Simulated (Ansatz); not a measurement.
AlB2-type ZrB2, treated with PBEsol-D3(BJ) (plane waves, PAW; Ansatz, a quantum-chemistry and plane-wave program).

Numerical settings: plane-wave cutoff 520 eV, 24×24×16 k mesh (along the axes of the cell as run), Fermi–Dirac smearing 0.05 eV, scalar-relativistic PAW data made under PBE.

Cell (relaxed at this level):

```xyz
3
Lattice="1.5657 -2.7119 0.0000 1.5657 2.7119 0.0000 0.0000 0.0000 3.4742" Properties=species:S:1:pos:R:3 pbc="T T T"
Zr     0.0000     0.0000     0.0000
B      1.5657     0.9040     1.7371
B      1.5657    -0.9040     1.7371
```

Question: Give the computed bulk modulus and pressure derivative B′ of the bulk modulus.

Answer: 
- bulk modulus: 262 GPa
- pressure derivative B′ of the bulk modulus: 3.9

The run finds no gap.

Note: the bulk modulus comes from volumes at which shape and atoms were relaxed.

Computed values are for the static lattice.

Computing time: roughly 5 core-minutes.
